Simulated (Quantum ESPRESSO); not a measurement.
A self-consistent single point of BaTiO3 (P4mm, 5 atoms in the cell) with Quantum ESPRESSO.

Method: PBE, PseudoDojo stringent norm-conserving (PBE) pseudopotentials (plane waves; Quantum ESPRESSO).

```
CELL_PARAMETERS angstrom
      4.01200     0.00000     0.00000
      0.00000     4.01200     0.00000
      0.00000     0.00000     4.01200
ATOMIC_POSITIONS crystal
  Ba 0.00000 0.00000 0.01246
  Ti 0.50000 0.50000 0.50000
  O  0.50000 0.00000 0.50000
  O  0.00000 0.50000 0.50000
  O  0.50000 0.50000 0.00000
```

Reference input (self-consistent single point, DFT, PBE, plane waves, PseudoDojo stringent norm-conserving (PBE) pseudopotentials): ecutwfc = 95 Ry; occupations = smearing; smearing = fermi-dirac; degauss = 0.000734986 Ry; potentials = {Ba: Ba.upf, Ti: Ti.upf, O: O.upf}; K_POINTS = automatic 3 3 3 0 0 0; conv_thr = 1e-10 Ry; mixing_beta = 0.3. This run's input differs from it in these lines:

```diff
@@ -15,2 +15,3 @@
    degauss = 0.000734986
+   nbnd = 20
 /
```

The program printed (abridged):

```
     Self-consistent Calculation

     iteration #  1     ecut=    95.00 Ry     beta= 0.30

 %%%%%%%%%%%%%%%%%%%%%%%%%%%%%%%%%%%%%%%%%%%%%%%%%%%%%%%%%%%%%%%%%%%%%%%%%%%%%%
     Error in routine efermig (1):
     internal error, cannot bracket Ef
 %%%%%%%%%%%%%%%%%%%%%%%%%%%%%%%%%%%%%%%%%%%%%%%%%%%%%%%%%%%%%%%%%%%%%%%%%%%%%%

     stopping ...
```

The program stopped with an error at about iteration 1. 

The starting cell has typed, rounded lattice constants, without a prior relaxation at this level. Its lattice was rescaled by up to half a per cent. One atom was moved a little off its site on purpose.
